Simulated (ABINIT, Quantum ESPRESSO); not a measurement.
A Quantum ESPRESSO input for a self-consistent single point of Si (Fd-3m, 2 atoms in the cell) (DFT, PBE, plane waves, PseudoDojo standard norm-conserving (PBE) pseudopotentials):

```fortran
&control
 calculation = 'scf'
 prefix = 'run'
 outdir = './tmp/'
 pseudo_dir = './'
 tprnfor = .true.
 tstress = .true.
/
&system
 ibrav = 2
 celldm(1) = 10.26310258
 nat = 2
 ntyp = 1
 ecutwfc = 40
 occupations = 'smearing'
 smearing = 'fd'
 degauss = 0.000734986
/
&electrons
 conv_thr = 1.0d-8
 mixing_beta = 0.3
/
ATOMIC_SPECIES
Si    28.0850  Si.upf
ATOMIC_POSITIONS crystal
Si    0.00000000    0.00000000    0.00000000
Si    0.25000000    0.25000000    0.25000000
K_POINTS automatic
7 7 7  0 0 0
```

### Question
Give the ABINIT input for the same structure, mesh, smearing and functional.

### Answer
This is the input that was run; spellings and numerical settings could be chosen otherwise.

```
# Si, JTH v2.0 PBE PAW
pp_dirpath "./"
pseudos "Si.GGA_PBE-JTH.xml"
acell 3*1.0
rprim
         0.0000000000    5.1315512914    5.1315512914
         5.1315512914    0.0000000000    5.1315512914
         5.1315512914    5.1315512914    0.0000000000
natom 2
ntypat 1
znucl 14
typat 1 1
xred
         0.0000000000    0.0000000000    0.0000000000
         0.2500000000    0.2500000000    0.2500000000
ecut 20
pawecutdg 40
pawxcdev 0
ixc 11
occopt 3
tsmear 0.00036749
nband 9
kptopt 1
ngkpt 7 7 7
nshiftk 1
shiftk 0 0 0
nstep 80
tolvrs 1.0e-11
prtwf 0
prtden 0
```

Basis settings and potentials, where a program has them, do not carry over. This input uses DFT, PBE, plane waves, PAW (JTH v2.0 PBE PAW). Both were run: pressure 1.95 GPa in Quantum ESPRESSO and 1.93 in ABINIT; gap on the mesh 0.570 eV in Quantum ESPRESSO and 0.583 in ABINIT.

On ABINIT: the starting cell has typed, rounded lattice constants, without a prior relaxation at this level.

On Quantum ESPRESSO: the starting cell has typed, rounded lattice constants, without a prior relaxation at this level.
